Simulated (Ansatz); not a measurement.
The parent structure is InSb in the zinc blende structure (space group F-43m, No. 216).

```xyz
2
Lattice="0.0000 3.2780 3.2780 3.2780 0.0000 3.2780 3.2780 3.2780 0.0000" Properties=species:S:1:pos:R:3 pbc="T T T"
Sb     4.9169     4.9169     4.9169
In     0.0000     0.0000     0.0000
```

Cartesian axes are those of the cell as printed.

Method: Ansatz (a quantum-chemistry and plane-wave program) r2SCAN, no SOC.

Strains are applied to the cell and any free atomic positions relax.

One change was made to it. Results:

```json
[
 {"quantity": "energy relative to the base (free energy F)", "base": "0 meV/atom", "after": "+0.6 meV/atom"},
 {"quantity": "shortest interatomic distance", "base": "2.839 Å", "after": "2.834 Å"},
 {"quantity": "pressure (mean of the normal stresses, compression positive)", "base": "0.0 GPa", "after": "0.0 GPa"},
 {"quantity": "band gap", "base": "zero", "after": "zero"}
]
```

Problem. Name the change that was made.
(A) uniaxial strain ε_xx = −3.61 %
(B) tensor shear ε_yz = +0.66 %
(C) tensor shear ε_xz = +1.45 %

Solution. B, tensor shear ε_yz = +0.66 %. For comparison, the energy relative to the base in the other runs: uniaxial strain ε_xx = −3.61 % gives +9.4 meV/atom; tensor shear ε_xz = +1.45 % gives +2.7 meV/atom.

With Sb present, leaving out spin-orbit coupling can change the band edges. No phonon test of stability was made. All final runs are without spin polarisation. Gaps under 0.05 eV, about the width of the smearing, are given as zero. The zero or small gap of InSb can change with the level of theory.
